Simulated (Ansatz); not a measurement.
Take HgSe in the zinc blende structure (space group F-43m, No. 216) as the base.

```yaml
crystal:
  lattice:
    - [0.00000, 3.03148, 3.03148]
    - [3.03148, 0.00000, 3.03148]
    - [3.03148, 3.03148, 0.00000]
  atoms:
    - { symbol: Hg, position: [0.00000, 0.00000, 0.00000] }
    - { symbol: Se, position: [0.25000, 0.25000, 0.25000] }
```

Calculations: Ansatz (an electronic-structure program), LDA, PAW, cutoff 420 eV, scalar-relativistic without spin-orbit coupling.

Before the change:

| Quantity | Result |
|---|---|
| Pressure | 0.0 GPa |
| Band gap | zero |

Perturbation: the cell is scaled by 0.9950 in all directions; the atoms relax in the strained cell.

**Question.** What happens to the pressure, energy relative to the base and band gap?

**Answer.** The pressure goes from zero to 0.9 GPa; the energy rises by 1.2 meV/atom; the band gap remains zero.

A case with no gap was solved on a k-mesh chosen for an insulator, which is coarse for it. Spin-orbit coupling, missing from the scalar runs, can matter with Hg. No phonon test of stability was made. All final runs are without spin polarisation. The zero or small gap of HgSe can change with the level of theory.
